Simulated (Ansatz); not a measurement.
Take MgO in the rock salt structure (space group Fm-3m, No. 225) as the base.

```
CELL_PARAMETERS angstrom
      0.00000     2.10221     2.10221
      2.10221     0.00000     2.10221
      2.10221     2.10221     0.00000
ATOMIC_POSITIONS crystal
  Mg 0.00000 0.00000 0.00000
  O  0.50000 0.50000 0.50000
```

Cartesian axes are those of the cell as printed.

Computed with Kohn–Sham DFT with the r2SCAN functional, run in Ansatz (a quantum-chemistry and plane-wave program) with PAW and 500 eV plane waves, no spin-orbit coupling.

Base values:

The electron mass comes out as 0.36 mₑ (at Γ), the band gap is 5.68 eV and the pressure is 0.00 GPa.

Now apply this change: the cell is stretched by 1.00 % along z with no lateral relaxation; the atoms relax in the strained cell.

Task: Estimate the effect on the electron mass.

Result: The electron mass goes from 0.36 mₑ (at Γ) to 0.36 mₑ along z, 0.38 mₑ across (at Γ).

Task: What does the calculation give for the band gap after the change?

Result: The band gap falls by 0.116 eV to 5.57 eV.

Task: What does the calculation give for the energy relative to the base after the change?

Result: The energy increases by 0.9 meV/atom.

Task: Predict the new pressure.

Result: The pressure (mean of the normal stresses, compression positive) goes from zero to -1.59 GPa.

Effective masses come from finite differences of ±0.01 Å⁻¹. Whether these cells are dynamically stable was not tested.
